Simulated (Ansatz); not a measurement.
Base system: MoS2 in the 2H-MoS2 type structure (space group P6_3/mmc, No. 194; a = 3.149 Å, c = 12.090 Å; layered, stacked along the Cartesian z axis).

(Cell as relaxed with PBE-D3(BJ).)

Levels (all Ansatz, a first-principles code, PAW): PBE-D3(BJ) (420 eV, scalar-relativistic without spin-orbit coupling); PBEsol-D3(BJ) (420 eV, no SOC).

Each level relaxes its own structure.

```csv
base,PBE-D3(BJ),PBEsol-D3(BJ)
volume per atom,17.31 Å³,16.34 Å³
lattice parameter a,314.9 pm,310.9 pm
band gap,0.78 eV,0.52 eV
```

Now apply this change: a hydrostatic pressure of 100 GPa.

| quantity | PBE-D3(BJ) | PBEsol-D3(BJ) |
|---|---|---|
| shortest interatomic distance | 225.4 pm | 224.7 pm |
| band gap | zero | zero |
| c/a ratio | 3.689 | 3.707 |

PBE-D3(BJ)'s shortest interatomic distance lies 0.7 pm above PBEsol-D3(BJ)'s (0.3 %); PBE-D3(BJ)'s c/a ratio lies 0.018 below PBEsol-D3(BJ)'s; the two agree on the band gap. Neither level is exact; PBEsol-D3(BJ) is the comparison here, not a measurement.

A case with no gap was solved on a k-mesh chosen for an insulator, which is coarse for it. Load acts through the strain it causes; cell and atoms are relaxed under it. Whether these cells are dynamically stable was not tested. Competing high-pressure phases were not computed. The final runs are not spin-polarised.
